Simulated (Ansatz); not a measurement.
The reference is HfN in the rock salt structure (space group Fm-3m, No. 225; a = 4.502 Å; relaxed with 0.1 eV smearing).

Computed with PBEsol (Ansatz, a quantum-chemistry and plane-wave program), spin-orbit coupling left out.

Strains are applied to the cell and any free atomic positions relax.

One change was made to it. Results:

```csv
quantity,base,after
pressure,0.0 GPa,-4.1 GPa
energy relative to the base (free energy F),0 meV/atom,+2.2 meV/atom
```

**Question.** What was done to the base?
A) isotropic strain +2.50 %
B) isotropic strain −0.50 %
C) isotropic strain −2.50 %
D) isotropic strain +0.50 %

**Answer.** D, isotropic strain +0.50 %. For comparison, the pressure in the other runs: isotropic strain −2.50 % gives 25.3 GPa; isotropic strain −0.50 % gives 4.4 GPa; isotropic strain +2.50 % gives -17.9 GPa.

No phonon test of stability was made. All final runs are without spin polarisation. An odd electron count without spin: HfN.
